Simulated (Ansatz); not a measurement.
# Input and output of a self-consistent single point for ZrPb (P4/mmm, 2 atoms in the cell) (Ansatz)

Method of the run: PBE, harder PAW files (source: ansatz) (plane waves; Ansatz, an electronic-structure program).

Input:

Ansatz 0.2 input:
```yaml
# ZrPb
crystal:
  lattice:
    - [3.325552, 0.000000, 0.000000]
    - [0.000000, 3.325552, 0.000000]
    - [0.000000, 0.000000, 4.358849]
  atoms:
    - { symbol: Pb, position: [0.500000, 0.500000, 0.500000] }
    - { symbol: Zr, position: [0.000000, 0.000000, 0.000000] }
basis:
  ecutwfc: 580.0
kpoints:
  mp_grid: { grid: [8, 8, 6] }
hamiltonian:
  xc: pbe
  pseudopotentials: { kind: paw, source: ansatz }
scf:
  occupations: { method: gaussian, width: 0.2 }
output:
  forces: true
  eigenvalues: true
  stress: true
```

Log, with long lists cut:

```
WARN ansatz: RAYON_NUM_THREADS=1 ignored (pool sized by the plan → 1); use --threads N
Pseudopotentials: kind: paw
Pseudopotential: Pb, paw, valence charge 22
Pseudopotential: Zr, paw, valence charge 12
Crystal: 2 atoms, lattice volume = 48.206 Å³
Basis set: ecut = 580 eV, 1561 PW (Γ), exchange–correlation on 54×54×72 points (8 copies of the dense FFT grid, shifted against one another)
Bands: 21, of which v1, the nominal top of the filled ones, is band 17 counted from 1 (16 counted from 0)
Symmetry: 16 space group operations
Space group: P4/mmm (ITA 123), of the structure as read, at distance tolerance 3.6e-5 Å
k-points: 60 of 384
Initial density: superposition of atomic densities (chi_scale 0.1, normalization cell, long waves kept (reshape's long-wave potential 0.00 eV rms))
Initial wavefunctions: pseudopotential atomic-orbital guess
Eigensolver: davidson
Functional: x = pbe(κ = 0.804, μ = 0.2195149727645171), c = pbe(β = 0.06672455060314922)
SCF iter   1: F=—  HF=-19480.375603 eV  |F-HF|=—  |Δ(HF+E_count)|=         —  Δρ=8.72e-2  dr2=9.80e0  ethr=3.10e-3  ⟨swp⟩=4.4  Hψ=4493  notcnv=0
all-band conjugate gradients solve this SCF's bands
preconditioner: auto → Kerker (q_TF=auto, 2.574 Å⁻¹)
SCF iter   2: F=—  HF=-19478.373092 eV  |F-HF|=—  |Δ(HF+E_count)|=    2.00e0  Δρ=4.08e-2  dr2=2.48e0  ethr=3.10e-3  ⟨swp⟩=2.7  Hψ=2567  notcnv=0
SCF iter   3: F=—  HF=-19477.763684 eV  |F-HF|=—  |Δ(HF+E_count)|=   6.09e-1  Δρ=1.12e-2  dr2=8.53e-2  ethr=3.10e-3  ⟨swp⟩=2.6  Hψ=2341  notcnv=0
SCF iter   4: F=—  HF=-19477.736264 eV  |F-HF|=—  |Δ(HF+E_count)|=   2.74e-2  Δρ=2.51e-3  dr2=5.93e-3  ethr=2.51e-4  ⟨swp⟩=2.6  Hψ=2236  notcnv=0
SCF iter   5: F=—  HF=-19477.735283 eV  |F-HF|=—  |Δ(HF+E_count)|=   9.81e-4  Δρ=1.14e-3  dr2=8.24e-4  ethr=1.75e-5  ⟨swp⟩=2.1  Hψ=1954  notcnv=0
SCF iter   6: F=—  HF=-19477.735152 eV  |F-HF|=—  |Δ(HF+E_count)|=   1.30e-4  Δρ=2.47e-4  dr2=3.65e-5  ethr=2.42e-6  ⟨swp⟩=2.0  Hψ=1486  notcnv=0
SCF iter   7: F=—  HF=-19477.735139 eV  |F-HF|=—  |Δ(HF+E_count)|=   1.33e-5  Δρ=6.20e-5  dr2=2.40e-6  ethr=1.07e-7  ⟨swp⟩=2.1  Hψ=1910  notcnv=0
SCF iter   8: F=—  HF=-19477.735138 eV  |F-HF|=—  |Δ(HF+E_count)|=   2.88e-7  Δρ=1.36e-5  dr2=1.06e-7  ethr=7.06e-9  ⟨swp⟩=2.0  Hψ=1751  notcnv=0
SCF iter   9: F=-19477.735138 eV  HF=-19477.735138 eV  |F-HF|=1.27e-10  |Δ(HF+E_count)|=   5.66e-9  Δρ=3.25e-6  dr2=3.71e-9  ethr=2.94e-10  ⟨swp⟩=4.3  Hψ=4491  notcnv=0
SCF 1 converged in 9 iterations: F = -19477.735138 eV  dr2 = 3.71e-9
SCF converged after 9 iterations
Free energy (F): -19477.735138 eV
Harris-Foulkes:  -19477.735138 eV  (|F-HF|=1.27e-10)
Internal energy: -19477.711759 eV  (E = F + TS)
E sigma→0 (E₀):  -19477.723449 eV
Entropy (-TS):   -0.023379 eV (-11.690 meV/atom)
Fermi energy:    15.688289 eV
--- Per-component energies (eV) ---
  E_band       = -699.846549
  E_kinetic    = 1166.442620
  E_local      = -5977.791637  (includes V_loc(G=0)·N_el)
  E_nonlocal   = 1712.186795
  E_hartree    = 1851.876848
  E_xc         = -458.336545
  E_vxc        = -513.589876  (∫ρ·V_xc dr)
  E_paw        = -13424.446287  (= ΣΔE_a)
  E_vpaw       = -790.845079  (= ΣTr[D̂ρ^β])
  E_aug_tail   = -0.000092  (compensation charges beyond the density's cutoff)
  E_ewald      = -4347.643462
  E_smearing   = -0.023379  (= −TS)
  E_closure    = 0.000000  (closes the sum)
  Σ components = -19477.735138   (vs F -19477.735138, Δ=0.00e0)
--- Forces (eV/Å), atoms counted from 1 ---
  atom   1  Pb     0.00000000    -0.00000000     0.00000000
  atom   2  Zr    -0.00000000    -0.00000000     0.00000000
  max |Σ_I F_I| component: 6.15e-29 eV/Å
--- Stress (GPa, compression-positive) ---
        0.324390       0.000000       0.000000
        0.000000       0.324390       0.000000
        0.000000       0.000000      -0.640595
  P = ⅓ Tr σ = 0.0027 GPa (0.027 kbar)
  The stress holds the Pulay correction. Without it, at fixed plane waves, as pw.x and ABINIT print it: P = 0.0015 GPa
--- Band table (eV; the first three rows and the last of 60) ---
  k-point 0: bands = ["-123.9836", "-65.7137", "-65.7137", "-65.6666", "-33.8115", "-11.9480", "-11.6169", "-11.6169", "-1.6113", "-1.3930", "-1.2246", "-1.2246", "-1.1727", "4.3001", "13.7115", "14.2669", "14.5418", "17.6309", "17.6309", "18.7436", "19.3934"]…
  k-point 1: bands = ["-123.9836", "-65.7137", "-65.7137", "-65.6666", "-33.8113", "-11.9575", "-11.6172", "-11.6172", "-1.6101", "-1.3822", "-1.2219", "-1.2219", "-1.1723", "4.4977", "12.3267", "14.2614", "15.3070", "17.0186", "17.0186", "18.7310", "20.3843"]…
  k-point 2: bands = ["-123.9836", "-65.7137", "-65.7137", "-65.6666", "-33.8108", "-11.9763", "-11.6177", "-11.6177", "-1.6077", "-1.3607", "-1.2164", "-1.2164", "-1.1716", "4.9701", "10.7162", "14.2502", "15.9096", "16.3455", "16.3455", "18.7059", "22.1162"]…
  k-point 59: bands = ["-123.9834", "-65.7174", "-65.7174", "-65.6661", "-33.7516", "-11.9403", "-11.9403", "-11.8921", "-1.4649", "-1.3478", "-1.3478", "-1.1062", "-0.9789", "9.3822", "11.9048", "11.9048", "12.0972", "17.4869", "18.8714", [...]
```

The run converged in 9 iterations.

The starting cell was generated: these elements placed on a structure prototype, without a prior relaxation; it need not be a known phase or ordering of this composition. Spin-orbit coupling is off. Ansatz's pressure includes its estimate of the finite-basis (Pulay) stress.
